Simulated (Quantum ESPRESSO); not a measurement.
Quantum ESPRESSO run on Li3Pt (Fm-3m, 4 atoms in the cell): self-consistent single point.

Method: PBEsol-D3(0), SSSP 1.1.2 efficiency (PBE) pseudopotentials (plane waves; Quantum ESPRESSO).

```
CELL_PARAMETERS angstrom
      0.00000     2.94846     2.94846
      2.94846     0.00000     2.94846
      2.94846     2.94846     0.00000
ATOMIC_POSITIONS crystal
  Li 0.25000 0.25000 0.25000
  Li 0.75000 0.75000 0.75000
  Li 0.50000 0.50000 0.50000
  Pt 0.00000 0.00000 0.00000
```

Reference input (self-consistent single point, DFT, PBEsol, plane waves, SSSP 1.1.2 efficiency (PBE) pseudopotentials): ecutwfc = 40 Ry; ecutrho = 320 Ry; occupations = smearing; smearing = methfessel-paxton; degauss = 0.0147 Ry; input_dft = pbesol; potentials = {Li: li_pbe_v1.4.uspp.F.UPF, Pt: pt_pbe_v1.4.uspp.F.UPF}; K_POINTS = automatic 7 7 7 1 1 1; conv_thr = 1e-09 Ry; mixing_beta = 0.4. This run's input differs from it in these lines:

```diff
@@ -18,2 +18,5 @@
    input_dft = 'pbesol',
+   vdw_corr = 'grimme-d3',
+   dftd3_version = 3,
+   dftd3_threebody = .false.,
 /
```

Output (repeated stretches shortened):

```
     Self-consistent Calculation

     iteration #  1     ecut=    40.00 Ry     beta= 0.40

     negative rho (up, down):  1.747E-01 0.000E+00

     total energy              =    -249.22064549 Ry
     estimated scf accuracy    <      12.08137367 Ry

     iteration #  2     ecut=    40.00 Ry     beta= 0.40

     negative rho (up, down):  1.786E-01 0.000E+00

     total energy              =    -253.45592676 Ry
     estimated scf accuracy    <       3.28435764 Ry

     iteration #  3     ecut=    40.00 Ry     beta= 0.40

     negative rho (up, down):  1.777E-01 0.000E+00

     total energy              =    -253.55390910 Ry
     estimated scf accuracy    <       0.44702299 Ry

   [... 11 blocks of this kind left out ...]

     iteration # 15     ecut=    40.00 Ry     beta= 0.40

     negative rho (up, down):  1.736E-01 0.000E+00

     total energy              =    -253.60978823 Ry
     estimated scf accuracy    <       0.00000001 Ry

     iteration # 16     ecut=    40.00 Ry     beta= 0.40

     negative rho (up, down):  1.736E-01 0.000E+00
     End of self-consistent calculation

     the Fermi energy is     8.1208 ev

!    total energy              =    -253.60978823 Ry
     estimated scf accuracy    <          8.5E-10 Ry
     smearing contrib. (-TS)   =      -0.00033083 Ry
     internal energy E=F+TS    =    -253.60945741 Ry

     DFT-D3 Dispersion         =      -0.06720015 Ry

     convergence has been achieved in  16 iterations

     negative rho (up, down):  1.736E-01 0.000E+00

     Forces acting on atoms (cartesian axes, Ry/au):

     atom    1 type  1   force =    -0.00000000    0.00000000    0.00000000
   [... zero for the other atoms too ...]

     Total force =     0.000000     Total SCF correction =     0.000000

     negative rho (up, down):  1.736E-01 0.000E+00
          total   stress  (Ry/bohr**3)                   (kbar)     P=      -15.18
  -0.00010319  -0.00000000   0.00000000          -15.18       -0.00        0.00
  -0.00000000  -0.00010319   0.00000000           -0.00      -15.18        0.00
   0.00000000   0.00000000  -0.00010319            0.00        0.00      -15.18

   JOB DONE.
```

The run converged in 16 iterations. Against the reference run the pressure goes from 2.75 to -1.52 GPa.

The starting cell comes from a database of computed structures (which also holds hypothetical and non-ambient phases and stackings), without a prior relaxation at this level. Its lattice was rescaled by a random factor within 2.5 % of one. Spin polarisation is off.
